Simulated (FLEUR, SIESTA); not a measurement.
A SIESTA input for a self-consistent single point of YFe2 (Fd-3m, 6 atoms in the cell) (DFT, GGA PBEsol, numerical atomic orbitals DZP, PseudoDojo PBEsol standard norm-conserving potentials (rewritten from UPF to PSML)):

```
# files in the folder: Y.psml Fe.psml (PseudoDojo PBEsol standard)
SystemName  YFe2
SystemLabel YFe2

NumberOfAtoms                6
NumberOfSpecies              2
%block ChemicalSpeciesLabel
  1 39 Y
  2 26 Fe
%endblock ChemicalSpeciesLabel
LatticeConstant              1.0 Ang
%block LatticeVectors
     0.000000000    3.674590000    3.674590000
     3.674590000    0.000000000    3.674590000
     3.674590000    3.674590000    0.000000000
%endblock LatticeVectors
AtomicCoordinatesFormat      Bohr
%block AtomicCoordinatesAndAtomicSpecies
     3.471984360    3.471984360    3.471984360  1
     0.000000000    0.000000000    0.000000000  1
     8.679960900    8.679960900    8.679960900  2
     8.679960900    5.207976540    5.207976540  2
     5.207976540    5.207976540    8.679960900  2
     5.207976540    8.679960900    5.207976540  2
%endblock AtomicCoordinatesAndAtomicSpecies

XC.functional                GGA
XC.authors                   PBEsol
PAO.BasisSize                DZP
PAO.EnergyShift              0.005 Ry
MeshCutoff                   300 Ry
%block kgrid.MonkhorstPack
    5   0   0  0.0
    0   5   0  0.0
    0   0   5  0.0
%endblock kgrid.MonkhorstPack
OccupationFunction           MP
OccupationMPOrder            0
ElectronicTemperature        3156.43 K
Spin                         polarized
%block DM.InitSpin
  1 +1.00
  2 +1.00
  3 +4.00
  4 +4.00
  5 +4.00
  6 +4.00
%endblock DM.InitSpin

MaxSCFIterations             150
SCF.Mixer.Method             Pulay
SCF.Mixer.Weight             0.1
SCF.Mixer.History            6
SCF.DM.Tolerance             1.0E-04
Diag.ParallelOverK           true
WriteForces                  true
Charge.Mulliken              end
```

Problem. Give the FLEUR input for the same structure, mesh, smearing and functional.

Solution. One input that does it (others would too):

Input of the input generator:

```
YFe2 crystal
&input film=f /
-0.0000000000 6.9439687203 6.9439687203
6.9439687203 0.0000000000 6.9439687203
6.9439687203 6.9439687203 -0.0000000000
1.0
1.0 1.0 1.0

6
39 0.2500000000 0.2500000000 0.2500000000 : 1.00
39 0.0000000000 0.0000000000 0.0000000000 : 1.00
26 0.6250000000 0.6250000000 0.6250000000 : 4.00
26 0.1250000000 0.6250000000 0.6250000000 : 4.00
26 0.6250000000 0.6250000000 0.1250000000 : 4.00
26 0.6250000000 0.1250000000 0.6250000000 : 4.00

&comp jspins=2 /
&exco xctyp='PBEs' /
&kpt div1=5 div2=5 div3=5 /
&end /
```

```xml
<?xml version="1.0" encoding="UTF-8" standalone="no"?>
<fleurInput fleurInputVersion="0.39">
   <comment>
      YFe2 crystal                                                                                        
   </comment>
   <calculationSetup>
      <cutoffs Kmax="3.8" Gmax="15.2" GmaxXC="15.2" numbands="0"/>
      <scfLoop itmax="80" minDistance="0.00001" maxIterBroyd="25" imix="Anderson" alpha="0.05" precondParam="0.0" spinf="2.0"/>
      <coreElectrons ctail="T" frcor="F" kcrel="0" coretail_lmax="0"/>
      <xcFunctional name="PBEs" relativisticCorrections="F"/>
      <magnetism jspins="2"/>
      <soc l_soc="F" theta="0.0" phi="0.0" spav="F"/>
      <expertModes spex="0" secvar="F"/>
      <geometryOptimization l_f="T" forcealpha="1.0" forcemix="BFGS" epsdisp="0.00001" epsforce="0.00001"/>
      <ldaU l_linMix="F" mixParam="0.05" spinf="1.0"/>
   </calculationSetup>
   <cell>
      <bzIntegration valenceElectrons="86.0" mode="gauss" fermiSmearingEnergy="0.00999582">
         <kPointListSelection listName="default-1"/>
         <!-- k-points included here -->
         <xi:include xmlns:xi="http://www.w3.org/2001/XInclude" href="kpts.xml"> </xi:include>
      </bzIntegration>
      <!-- symmetry operations included here -->
      <xi:include xmlns:xi="http://www.w3.org/2001/XInclude" href="sym.xml"> </xi:include>
      <bulkLattice scale="1.0">
         <bravaisMatrix>
            <row-1>    0.0000000000000000     6.9439687203000000     6.9439687203000000</row-1>
            <row-2>    6.9439687203000000     0.0000000000000000     6.9439687203000000</row-2>
            <row-3>    6.9439687203000000     6.9439687203000000     0.0000000000000000</row-3>
         </bravaisMatrix>
      </bulkLattice>
   </cell>
   <atomSpecies>
      <species name="Yttrium (Y1.000" element="Y" atomicNumber="39">
         <mtSphere radius="2.68" gridPoints="925" logIncrement="0.014"/>
         <atomicCutoffs lmax="10" lnonsphr="8"/>
         <electronConfig flipSpins="F">
            <coreConfig>(1s1/2) (2s1/2) (2p1/2) (2p3/2) (3s1/2) (3p1/2) (3p3/2) (3d3/2) (3d5/2)</coreConfig>
            <valenceConfig>(4s1/2) (4p1/2) (4p3/2) (5s1/2) (4d3/2) (4d5/2)</valenceConfig>
            <stateOccupation state="(4d3/2)" spinUp="0.4" spinDown="0.0"/>
            <stateOccupation state="(4d5/2)" spinUp="0.6" spinDown="0.0"/>
         </electronConfig>
         <energyParameters s="5" p="5" d="4" f="4"/>
         <lo type="SCLO" l="0" n="4" eDeriv="0"/>
         <lo type="SCLO" l="1" n="4" eDeriv="0"/>
      </species>
      <species name="Iron (Fe) 4.000" element="Fe" atomicNumber="26">
         <mtSphere radius="2.29" gridPoints="791" logIncrement="0.015"/>
         <atomicCutoffs lmax="8" lnonsphr="6"/>
         <electronConfig flipSpins="F">
            <coreConfig>(1s1/2) (2s1/2) (2p1/2) (2p3/2)</coreConfig>
            <valenceConfig>(3s1/2) (3p1/2) (3p3/2) (4s1/2) (3d3/2) (3d5/2)</valenceConfig>
            <stateOccupation state="(3d3/2)" spinUp="2.0" spinDown="0.4"/>
            <stateOccupation state="(3d5/2)" spinUp="3.0" spinDown="0.6"/>
         </electronConfig>
         <energyParameters s="4" p="4" d="3" f="4"/>
         <lo type="SCLO" l="0" n="3" eDeriv="0"/>
         <lo type="SCLO" l="1" n="3" eDeriv="0"/>
      </species>
   </atomSpecies>
   <atomGroups>
      <atomGroup species="Yttrium (Y1.000">
         <relPos label="                   1">1.000/8.000 1.000/8.000 1.000/8.000</relPos>
         <relPos label="                   2">-1.000/8.000 -1.000/8.000 -1.000/8.000</relPos>
         <force calculate="T" relaxXYZ="TTT"/>
      </atomGroup>
      <atomGroup species="Iron (Fe) 4.000">
         <relPos label="                   3">1.000/2.000 1.000/2.000 1.000/2.000</relPos>
         <relPos label="                   4">.0000000000 1.000/2.000 1.000/2.000</relPos>
         <relPos label="                   5">1.000/2.000 1.000/2.000 .0000000000</relPos>
         <relPos label="                   6">1.000/2.000 .0000000000 1.000/2.000</relPos>
         <force calculate="T" relaxXYZ="TTT"/>
      </atomGroup>
   </atomGroups>
   <output dos="F" band="F" slice="F">
      <checks vchk="F" cdinf="F"/>
      <bandDOS minEnergy="-.5*Htr" maxEnergy="0.5*Htr" sigma="0.015" storeEVData="T"/>
      <vacuumDOS vacdos="F" integ="F" star="F" nstars="0" locx1="0.0" locy1="0.0" locx2="0.0" locy2="0.0" nstm="0" tworkf="0.0"/>
      <unfoldingBand unfoldBand="F" supercellX="1" supercellY="1" supercellZ="1"/>
      <plotting iplot="0" polar="F">
         <plot TwoD="T" vec1="  1.0  0.0  0.0" vec2="  0.0  1.0  0.0" vec3="  0.0  0.0  1.0" zero="  0.0  0.0  0.0" file="plot"/>
      </plotting>
      <chargeDensitySlicing numkpt="0" minEigenval="0.0" maxEigenval="0.0" nnne="0" pallst="F"/>
      <specialOutput eonly="F"/>
      <magneticCircularDichroism mcd="F" energyLo="-10.0" energyUp="0.0"/>
   </output>
  <!-- We include the file relax.xml here to enable relaxations (see documentation) -->
  <xi:include xmlns:xi="http://www.w3.org/2001/XInclude" href="relax.xml"> <xi:fallback/> </xi:include>
</fleurInput>
```

Basis settings and potentials, where a program has them, do not carry over. This input uses DFT, PBEsol, all-electron FLAPW (FLEUR), scalar-relativistic valence. Both were run: size of the net moment 1.21 μB/atom in SIESTA and 1.15 in FLEUR.

On FLEUR: the starting cell comes from a database of computed structures (which also holds hypothetical and non-ambient phases and stackings), without a prior relaxation at this level. The magnetic order is the one reached from the typed start; others were not searched systematically. Values depend on the basis (sphere radii, cutoffs, local orbitals), which need not be converged.

On SIESTA: the starting cell comes from a database of computed structures (which also holds hypothetical and non-ambient phases and stackings), without a prior relaxation at this level. The magnetic order is the one reached from the typed start; others were not searched systematically. Values carry the incompleteness of an atom-centred basis. With a pressure of about -9 GPa the cell is away from its equilibrium volume at this level.
